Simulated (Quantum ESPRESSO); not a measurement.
Quantum ESPRESSO run on TaReSi (P-62m, 9 atoms in the cell): self-consistent single point.

Method of the run: LDA (PZ), GBRV 1.5 ultrasoft (LDA) pseudopotentials (plane waves; Quantum ESPRESSO).

```xyz
9
Lattice="6.8116 0.0000 0.0000 -3.4058 5.8990 0.0000 0.0000 0.0000 3.2554" Properties=species:S:1:pos:R:3 pbc="T T T"
Ta     2.7271     0.0000     1.6277
Ta     2.0422     3.5372     1.6277
Ta    -1.3636     2.3618     1.6277
Si     0.0000     3.9327     0.0000
Si     3.4058     1.9663     0.0000
Si     0.0000     0.0000     1.6277
Re     5.0324     0.0000     0.0000
Re     0.8896     1.5408     0.0000
Re    -2.5162     4.3582     0.0000
```

Reference input (self-consistent single point, DFT, LDA (PZ), plane waves, GBRV 1.5 ultrasoft (LDA) pseudopotentials): ecutwfc = 40 Ry; ecutrho = 320 Ry; occupations = smearing; smearing = cold; degauss = 0.0073499 Ry; potentials = {Ta: ta_lda_v1.uspp.F.UPF, Si: si_lda_v1.uspp.F.UPF, Re: re_lda_v1.2.uspp.F.UPF}; K_POINTS = automatic 3 3 6 0 0 0; conv_thr = 1e-10 Ry. This run's input differs from it in these lines:

```diff
@@ -13,4 +13,4 @@
  ntyp = 3,
- ecutwfc = 40,
- ecutrho = 320,
+ ecutwfc = 36,
+ ecutrho = 288,
  occupations = 'smearing',
```

The program printed (abridged):

```
     Self-consistent Calculation

     iteration #  1     ecut=    36.00 Ry     beta= 0.70

---- Real-time Memory Report at c_bands before calling an iterative solver
           691 MiB given to the printing process from OS
           107 MiB allocation reported by mallinfo(arena+hblkhd)
------------------

     negative rho (up, down):  6.814E-01 0.000E+00

     total energy              =   -1026.59336356 Ry
     estimated scf accuracy    <       1.11734516 Ry

     iteration #  2     ecut=    36.00 Ry     beta= 0.70

---- Real-time Memory Report at c_bands before calling an iterative solver
   [... lines left out ...]
           755 MiB given to the printing process from OS
           143 MiB allocation reported by mallinfo(arena+hblkhd)
------------------

     negative rho (up, down):  6.919E-01 0.000E+00

     total energy              =   -1027.15454947 Ry
     estimated scf accuracy    <          7.9E-09 Ry

     iteration # 12     ecut=    36.00 Ry     beta= 0.70

---- Real-time Memory Report at c_bands before calling an iterative solver
           755 MiB given to the printing process from OS
           143 MiB allocation reported by mallinfo(arena+hblkhd)
------------------

     negative rho (up, down):  6.919E-01 0.000E+00
     End of self-consistent calculation

     the Fermi energy is    20.0314 ev

!    total energy              =   -1027.15454947 Ry
     estimated scf accuracy    <          5.6E-11 Ry
     smearing contrib. (-TS)   =       0.00067446 Ry
     internal energy E=F+TS    =   -1027.15522394 Ry

     convergence has been achieved in  12 iterations

     negative rho (up, down):  6.919E-01 0.000E+00

     Forces acting on atoms (cartesian axes, Ry/au):

     atom    1 type  1   force =    -0.00086336   -0.00000000    0.00000000
     atom    2 type  1   force =     0.00043168    0.00074769    0.00000000
     atom    3 type  1   force =     0.00043168   -0.00074769    0.00000000
     atom    4 type  2   force =     0.00000000    0.00000000    0.00000000
     atom    5 type  2   force =     0.00000000    0.00000000    0.00000000
   [... lines left out ...]
     Total force =     0.008545     Total SCF correction =     0.000045
   [... lines left out ...]

     negative rho (up, down):  6.919E-01 0.000E+00
          total   stress  (Ry/bohr**3)                   (kbar)     P=      -50.55
  -0.00030089   0.00000000   0.00000000          -44.26        0.00        0.00
   0.00000000  -0.00030089   0.00000000            0.00      -44.26        0.00
   0.00000000   0.00000000  -0.00042901            0.00        0.00      -63.11

   JOB DONE.
```

The run converged in 12 iterations. Against the reference run the free energy goes up by 18.5 meV/atom, the pressure goes from -4.84 to -5.05 GPa and the largest force moves little (0.127 to 0.125 eV/Å).

The starting cell comes from a database of computed structures (which also holds hypothetical and non-ambient phases and stackings), without a prior relaxation at this level. Spin polarisation is off.

Cost on one core of a shared machine: roughly 3 min.
